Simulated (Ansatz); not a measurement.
The reference is Ru in the hcp (Mg type) structure (space group P6_3/mmc, No. 194; a = 2.722 Å, c = 4.294 Å; relaxed with 0.1 eV smearing). Axes: x lies along a and z along c of the hexagonal cell.

Method: PBE (Ansatz, a first-principles code; PAW; 420 eV plane waves; no spin-orbit coupling).

Base values:

The shortest interatomic distance is 2.661 Å. The band gap is zero.

Now apply this change: the cell is stretched by 2.00 % along z with no lateral relaxation, atoms relaxed at fixed cell.

Q: How does this affect the stress, shortest interatomic distance, energy relative to the base and band gap?

A: The stress (xx, yy, zz, yz, xz, xy; compression positive) comes out as (-3.1, -3.1, -11.7, 0.0, 0.0, 0.0) GPa; the shortest interatomic distance increases by 0.0348 Å (2.661 Å → 2.695 Å); the energy increases by 10 meV/atom; the band gap stays zero.

The cells carry an imposed strain or load. Whether these cells are dynamically stable was not tested. All final runs are without spin polarisation.
